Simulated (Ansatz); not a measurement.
# CdS under load (space group I-4m2): band-edge transport data

Consider the following.

```xyz
2
Lattice="0.0000 2.8640 3.1189 2.8640 0.0000 3.1189 2.8640 2.8640 0.0000" Properties=species:S:1:pos:R:3 pbc="T T T"
Cd     0.0000     0.0000     0.0000
S      1.4320     1.4320     1.5594
```

The numbers are results of r2SCAN with spin-orbit coupling, rigid bands (plane waves, PAW; Ansatz, a program for electronic structure), not measurements. Condition of this run: uniaxial stress zz = -2 GPa (compression positive) (the target of the relaxation). Geometry: cell and atoms relaxed with r2SCAN, then loaded as said.

```json
{
 "band_gap": "1.40 eV",
 "electron conductivity mass (300 K, dilute)": "0.160 (x), 0.160 (y), 0.166 (z) mₑ",
 "hole conductivity mass (300 K, dilute)": "0.68 (x), 0.68 (y), 0.88 (z) mₑ",
 "effective density of states N_c (300 K)": "1.6e18 cm⁻³",
 "effective density of states N_v (300 K)": "3.5e19 cm⁻³",
 "density_of_states_mass_electrons": "0.159 mₑ",
 "density_of_states_mass_holes": "1.24 mₑ",
 "Seebeck coefficient, n-type 1e19 cm⁻³, 300 K": "-96 μV/K",
 "best n-type power factor at 300 K for τ = 10 fs (best axis; densities from 1e16 to 1e21 cm⁻³ tried, whether or not they can be reached)": "1.51 μW/(cm·K²) at 3e18 cm⁻³",
 "Seebeck coefficient, p-type 1e19 cm⁻³, 300 K": "353 μV/K",
 "best p-type power factor at 300 K for τ = 10 fs (best axis; densities from 1e16 to 1e21 cm⁻³ tried, whether or not they can be reached)": "11.9 μW/(cm·K²) at 1e20 cm⁻³"
}
```

Rigid bands; masses and Seebeck coefficients take one relaxation time τ for all states and one kind of carrier; polarons and phonon drag are left out.
